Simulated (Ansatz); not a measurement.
How far PBE and r2SCAN part for AlV2C

The parent structure is AlV₂C (space group P6_3/mmc, No. 194; a = 2.905 Å, c = 13.135 Å).

(Cell as relaxed with PBE.)

Levels (all Ansatz, a program for electronic structure, PAW): PBE (420 eV, no SOC); r2SCAN (500 eV, scalar-relativistic without spin-orbit coupling).

Each level relaxes its own structure.

| quantity | PBE | r2SCAN |
|---|---|---|
| volume per atom | 12.00 Å³ | 11.82 Å³ |
| lattice parameter a | 2.905 Å | 2.885 Å |
| lattice parameter c | 13.135 Å | 13.117 Å |
| band gap | zero | zero |

PBE's volume per atom lies 0.18 Å³ above r2SCAN's (1.6 %); PBE's lattice parameter a lies 0.020 Å above r2SCAN's (0.7 %); PBE's lattice parameter c lies 0.0172 Å above r2SCAN's (0.1 %); the two agree on the band gap. Neither level is exact; r2SCAN is the comparison here, not a measurement.

No phonon test of stability was made. Starting moments died away, wholly or in part, for the base; another magnetic solution may exist. The final runs are not spin-polarised.
